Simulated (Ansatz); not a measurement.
Cost and result by functional for the adsorption energy of OH on the 1x1 (10-10) surface of wurtzite GaN (cut with top plane Ga + N), one in a 2x1 cell, started at the site 'bridge Ga-Ga-Ga-N-N-N (span 3.3 Å)', in Ansatz (plane waves, PAW). Single points on the PBE structure, on one kind of machine; costs are rough ratios of the slab run's core time (references not counted) to the cheapest single point. r2SCAN's cost holds its higher cutoff (500 against 420 eV). Differences are taken against r2SCAN for comparison alone: no measured value is at hand, so the table doesn't rank accuracy. The points keep PBE's geometry, so the relaxation of a polaron and the settling of charge on one site are left out.

Host crystal: wurtzite GaN, with a band gap (PBE, scalar-relativistic without spin-orbit coupling).

Slab: 34 atoms, 9.3 Å thick at the start under the adsorbate (thin: gaps and levels are the slab's own); k 3x4x1, smearing 0.01 eV, dipole-corrected; 16 atoms held, the rest relaxed; no symmetry held; spin-polarised, ending with about 1.0 μB a cell; orders that need a larger cell were not tried, no spin-orbit, no U, no dispersion correction. At the end it is bonded to Ga. In PBE it is, or lies within 0.03 eV of, the lowest of the starts that converged. These notes are the PBE run's. r2SCAN: The program's check for a lower electronic state was not made. Adsorption energies are against H2O(g) − ½ H2(g). A negative adsorption energy means that the adsorbate is more stable on the surface than in its reference.

| functional | relative cost | adsorption energy (eV) | less r2SCAN (eV) |
|---|---|---|---|
| RPBE | 1 | 0.47 | 0.37 |
| r2SCAN | 2 | 0.10 | 0.00 |
| PBE (the relaxed run's value) | – | 0.44 | 0.34 |

The values span 0.37 eV, while the single points' costs differ by a factor of roughly 2. Differences are of unrounded values.

Ansatz is an electronic-structure program.
